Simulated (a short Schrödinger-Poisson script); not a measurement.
Solved with a short Schrödinger-Poisson script written for these runs: one-band effective-mass equation with BenDaniel-Duke matching, electrons, heavy and light holes apart, hard walls at the outer ends, one valence edge for both holes (no strain splitting), no charge, excitons, band mixing or non-parabolicity; under a field the levels are quasi-bound states of a box, listed while three quarters of their weight lies within 4 nm of the wells.

Structure: single In0.25Ga0.75As/GaAs quantum well.

From the first side: 20 nm GaAs; 10 nm In0.25Ga0.75As; 20 nm GaAs.

Constants are typed, rounded textbook-type inputs, not results; the design itself was drawn at random and stands for no fabricated device. In0.25Ga0.75As: direct gap (eV) 1.174, conduction-band edge (eV) 0, electron mass (mₑ) 0.057, heavy-hole mass 0.37, light-hole mass 0.08. GaAs: direct gap (eV) 1.424, conduction-band edge (eV) 0.163, electron mass (mₑ) 0.067, heavy-hole mass 0.377, light-hole mass 0.09.

The valence-band edge of each layer lies one gap below its conduction-band edge. The electron's potential energy rises along the stack by the applied field. Mesh 0.03 nm at interfaces.

### Question
Give the e2 − e1 (meV); the shift of e1-hh1 at 24.4 kV/cm (meV); the e1 above the well's band edge (meV).

### Answer
e2 − e1 (meV): 85.8; shift of e1-hh1 at 24.4 kV/cm (meV): -2.0; e1 above the well's band edge (meV): 31.4. Excitons are left out, and strain enters only through the typed gaps and offsets, so measured lines lie elsewhere.
